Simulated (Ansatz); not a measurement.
The starting structures come from a database of crystals and need not be the phases stable at ambient conditions.

 Where the default PAW files enter, the runs use the earlier of Ansatz's two default sets.

Inside the gap of an insulator the Bloch states are evanescent, with a wavenumber k + iκ along the transport direction.

Here is the system:

```
CELL_PARAMETERS angstrom
      3.22584     0.00000     0.00000
      0.00000     9.75733     0.00000
      0.00000     0.00000    10.65892
ATOMIC_POSITIONS crystal
  Hf 0.25000 0.06942 0.87533
  Hf 0.75000 0.93058 0.12467
  Hf 0.75000 0.43058 0.37533
  Hf 0.25000 0.56942 0.62467
  Hf 0.25000 0.10602 0.40677
  Hf 0.75000 0.89398 0.59323
  Hf 0.75000 0.39398 0.90677
  Hf 0.25000 0.60602 0.09323
  Hf 0.25000 0.22710 0.14655
  Hf 0.75000 0.77290 0.85345
  Hf 0.75000 0.27290 0.64655
  Hf 0.25000 0.72710 0.35345
  N  0.25000 0.00854 0.22461
  N  0.75000 0.99146 0.77539
  N  0.75000 0.49146 0.72461
  N  0.25000 0.50854 0.27539
  N  0.75000 0.10346 0.52968
  N  0.25000 0.89654 0.47032
  N  0.25000 0.39654 0.02968
  N  0.75000 0.60346 0.97032
  N  0.75000 0.14120 0.01793
  N  0.25000 0.85880 0.98207
  N  0.25000 0.35880 0.51793
  N  0.75000 0.64120 0.48207
  N  0.75000 0.23856 0.28520
  N  0.25000 0.76144 0.71480
  N  0.25000 0.26144 0.78520
  N  0.75000 0.73856 0.21480
```

Space group of this cell: Pnma. The cell is taken as given; by r2SCAN its mean pressure is 2.4 GPa.

Transport runs along the normal of the first two printed cell vectors.

The gap is the functional's own. No spin-orbit coupling. Mid-gap values are interpolated on the energy grid.

Question: Compute, with Ansatz (a quantum-chemistry and plane-wave program) with r2SCAN, the band gap and the smallest decay constant κ at mid-gap.

Answer: Gap 1.37 eV on a 10×4×4 mesh; κ = 0.251 1/Å, at the zone centre.
